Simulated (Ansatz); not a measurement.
# KTaO3: O → Se

Consider KTaO₃ in the cubic perovskite structure (space group Pm-3m, No. 221; a = 3.989 Å).

The change: every O is replaced by Se; the structure is relaxed again.

Computed with r2SCAN, PAW, 500 eV (Ansatz, an electronic-structure program; no SOC), earlier PAW set. Settings: 9×9×9 k-points, 0.05 eV Fermi–Dirac smearing, for the changed cell.

| quantity | base | changed | shift |
|---|---|---|---|
| volume per atom | 12.70 Å³ | 26.23 Å³ | +13.53 Å³ |
| density | 7.01 g/cm³ | 5.79 g/cm³ | -1.22 g/cm³ |
| lattice parameter a | 3.989 Å | 5.080 Å | +1.091 Å |
| space group | Pm-3m (No. 221) | Pm-3m (No. 221) | – |
| band gap | 2.64 eV | zero | – |

Final structure:

```xyz
5
Lattice="5.0805 0.0000 0.0000 0.0000 5.0805 0.0000 0.0000 0.0000 5.0805" Properties=species:S:1:pos:R:3 pbc="T T T"
K      0.0000     0.0000     0.0000
Ta     2.5402     2.5402     2.5402
Se     0.0000     2.5402     2.5402
Se     2.5402     2.5402     0.0000
Se     2.5402     0.0000     2.5402
```

With Ta present, leaving out spin-orbit coupling can change the band edges. No phonon test of stability was made. As relaxed here, KTaSe3 is a hypothetical phase, not in the database extracts checked. The final runs are not spin-polarised. KTaSe3 has a high density of states at the Fermi level and may be magnetic at this level.
